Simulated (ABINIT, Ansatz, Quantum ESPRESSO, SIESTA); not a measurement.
Code comparison for TcRu (P-6m2, 2 atoms in the cell)

Self-consistent single point.

```
CELL_PARAMETERS angstrom
      2.77663     0.00000     0.00000
     -1.38832     2.40463     0.00000
      0.00000     0.00000     4.39483
ATOMIC_POSITIONS crystal
  Tc 0.00000 0.00000 0.00000
  Ru 0.33333 0.66667 0.50000
```

All programs got the same cell, k-point mesh and kind of occupations (in Ansatz's words: kpoints.mp_grid.grid = 11 11 6; scf.occupations.method = gaussian; scf.occupations.width = 0.136 eV); potentials, basis and cutoffs are each program's usual ones.

| code | model | pressure (GPa) | k-points | cutoff |
|---|---|---|---|---|
| Ansatz | PBEsol, PAW files | -21.14 | 64 | 500 eV |
| SIESTA | GGA PBEsol, numerical atomic orbitals DZP, PseudoDojo PBEsol standard norm-conserving potentials (rewritten from UPF to PSML) | -18.67 | 369 | grid 300 Ry |
| Quantum ESPRESSO | PBEsol, PseudoDojo standard norm-conserving (PBESOL) pseudopotentials | -20.83 | 64 | 85 Ry |
| ABINIT | PBEsol, norm-conserving pseudopotentials (PseudoDojo nc-sr-04 PBEsol standard) | -20.85 | 64 | 42 Ha |

The spread over the programs that give each value: pressure within 2.47 GPa.

The starting cell comes from a database of computed structures (which also holds hypothetical and non-ambient phases and stackings), without a prior relaxation at this level. Its lattice was rescaled by a random factor within 2.5 % of one. On Ansatz's run: Spin polarisation is off. In the base run, with a pressure of about -21 GPa the cell is away from its equilibrium volume at this level.

**Question.** Why do the programs differ, and what cannot be compared?

**Answer.** Differences of this kind can come from the potentials, where these differ, and from what each basis and cutoff leave unconverged. The zero of total energies and Fermi levels follows the potentials and each program's conventions, so they are not compared here. SIESTA uses small atom-centred bases, whose incompleteness enters pressures, forces and empty levels differently from a plane-wave cutoff. Ansatz's pressure is given at a fixed set of plane waves, as the other plane-wave codes print theirs. The programs reduce the same mesh by symmetry to different extents, which changes the work and not the result. In the pressure, SIESTA (by 2.18) lies more than 1 GPa from the median of the plane-wave programs.

Left out of this page: Elk and FLEUR (not drawn, or without a comparable value).

Ansatz is an electronic-structure program.

Keys are those of Ansatz 0.2.
